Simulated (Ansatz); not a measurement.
SiRh (P2₁3, No. 198, 8 atoms in the cell; start mp-1483) was calculated with LDA (Ansatz, a quantum-chemistry and plane-wave program, plane waves, PAW).

Run with plane-wave cutoff 520 eV, 12×12×12 k mesh, Fermi–Dirac smearing 0.05 eV, no spin polarisation, scalar-relativistic PAW data made under PBE.

Cell (relaxed at this level):

```xyz
8
Lattice="4.6448 0.0000 0.0000 0.0000 4.6448 0.0000 0.0000 0.0000 4.6448" Properties=species:S:1:pos:R:3 pbc="T T T"
Si     0.7342     1.5882     3.0566
Si     1.5882     3.0566     0.7342
Si     3.0566     0.7342     1.5882
Si     3.9106     3.9106     3.9106
Rh     3.9342     3.0330     1.6118
Rh     3.0330     1.6118     3.9342
Rh     1.6118     3.9342     3.0330
Rh     0.7106     0.7106     0.7106
```

Q: Estimate the bulk modulus that the calculation returns.

A: 
- bulk modulus = 259 GPa

The run finds no gap.

Note: the bulk modulus is −V dP/dV from two relaxed cells at ±2 % in volume; the relaxation could not lower the start's symmetry, so the cell can be a saddle point above a distorted one.

The computed numbers hold no vibrational or temperature effects.

Cost on a shared machine: about 2.9 core-minutes (a rough figure).

A start named mp-… is a Materials Project structure, which need not be a measured phase.
